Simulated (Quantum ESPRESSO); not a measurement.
Quantum ESPRESSO is run on SnAs (Fm-3m, 2 atoms in the cell), and the run fails. The aim is a self-consistent single point with DFT, LDA (PZ), plane waves, GBRV 1.5 ultrasoft (LDA) pseudopotentials.

Input as run:

```fortran
&CONTROL
    calculation = 'scf',
    outdir = './tmp',
    pseudo_dir = './',
    tprnfor = .true.,
    tstress = .true.,
/
&SYSTEM
    ibrav = 0,
    nat = 2,
    ntyp = 2,
    ecutwfc = 40,
    ecutrho = 200,
    occupations = 'smearing',
    smearing = methfessel-paxton,
    degauss = 0.0036749,
/
&ELECTRONS
    conv_thr = 1.0d-10,
/
ATOMIC_SPECIES
Sn   118.7100  sn_lda_v1.4.uspp.F.UPF
As    74.9216  as_lda_v1.uspp.F.UPF
CELL_PARAMETERS {angstrom}
   0.0000000000     2.8405000000     2.8405000000
   2.8405000000     0.0000000000     2.8405000000
   2.8405000000     2.8405000000     0.0000000000
ATOMIC_POSITIONS {crystal}
Sn    0.0000000000    0.0000000000    0.0000000000
As    0.5000000000    0.5000000000    0.5000000000
K_POINTS {automatic}
10 10 10  0 0 0
```

Output (repeated stretches shortened):

```
     This program is part of the open-source Quantum ESPRESSO suite
     for quantum simulation of materials; please cite

 %%%%%%%%%%%%%%%%%%%%%%%%%%%%%%%%%%%%%%%%%%%%%%%%%%%%%%%%%%%%%%%%%%%%%%%%%%%%%%
     Error in routine  read_namelists (1):
      bad line in namelist &system: "    degauss = 0.0036749," (error could be in the previous line)
 %%%%%%%%%%%%%%%%%%%%%%%%%%%%%%%%%%%%%%%%%%%%%%%%%%%%%%%%%%%%%%%%%%%%%%%%%%%%%%

     stopping ...
```

**Question.** Read the log: what does the program object to, and what is the fix?

**Answer.** The fault is a string without quotes in a namelist. Fortran namelists need character values in quotes. To fix it, quote the value. The program stopped before any SCF iteration.

An input that runs soundly differs in these lines (not the only fix; some lines may just follow from the change or write a value another way):
```diff
-    smearing = methfessel-paxton,
+    smearing = 'methfessel-paxton',
```

With that input, the run converged in 13 iterations: free energy E − TS -2703.6081 eV; Fermi level (on the code's own zero) 9.77 eV; pressure -0.29 GPa (DFT, LDA (PZ), plane waves, GBRV 1.5 ultrasoft (LDA) pseudopotentials).

On the sound input: the starting cell comes from a database of published, mostly measured structures (it also holds non-ambient and calculated ones), without a prior relaxation at this level.
